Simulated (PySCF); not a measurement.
PySCF 2.14.0, PBE0/def2-svp, df: octafluoropropane (FC(F)(F)C(F)(F)C(F)(F)F), 11 atoms. The geometry is a generated start, not checked to be a minimum at this level.

| Property | Result |
|---|---|
| task | energy |
| method | pbe0 |
| basis | def2-svp |
| two-electron scheme | density fitting |
| mol.max_memory | 3000 MB |
| mf.max_cycle | 100 |
| mf.conv_tol | 1e-09 (default) |
| mf.grids.level | 3 (default) |
| basis functions | 154 |
| grid points | 156456 |

```xyz
11

F      1.1072     1.1904    -1.1774
C      1.2706     0.3102    -0.1966
F      1.4770     0.9791     0.9322
F      2.3545    -0.4059    -0.4591
C      0.0232    -0.6177    -0.0713
F      0.2443    -1.5180     0.9010
F     -0.1381    -1.2915    -1.2217
C     -1.2886     0.1636     0.2508
F     -1.5496     1.0589    -0.6952
F     -2.3155    -0.6707     0.3265
F     -1.1850     0.8016     1.4107
```

With the defaults (mf.DIIS = CDIIS, mf.diis = true, mf.diis_space = 8, mf.init_guess = minao) it converges in 12 Fock builds. One run each on 2 threads, 1 BLAS thread, with these changes:
- mf.diis_space = 12
- mf.diis = false
- mf.init_guess = huckel
- mf.init_guess = 1e
- mf.diis_space = 20
- mf.init_guess = atom
- mf.diis_space = 3
- mf.DIIS = EDIIS
- mf.init_guess = mod_huckel

Q: Name the settings that don't reach the solution of the defaults.

A: No convergence: mf.DIIS = EDIIS; mf.diis = false (the run ends without SCF convergence in 100 cycles). The rest reach the solution of the defaults.

```tsv
setting	Fock builds	end
the defaults	12	same solution
mf.diis_space = 12	12	same solution
mf.init_guess = atom	12	same solution
mf.diis_space = 20	12	same solution
mf.init_guess = mod_huckel	14	same solution
mf.diis_space = 3	14	same solution
mf.init_guess = huckel	14	same solution
mf.init_guess = 1e	17	same solution
mf.DIIS = EDIIS	101	no convergence
mf.diis = false	101	no convergence
```
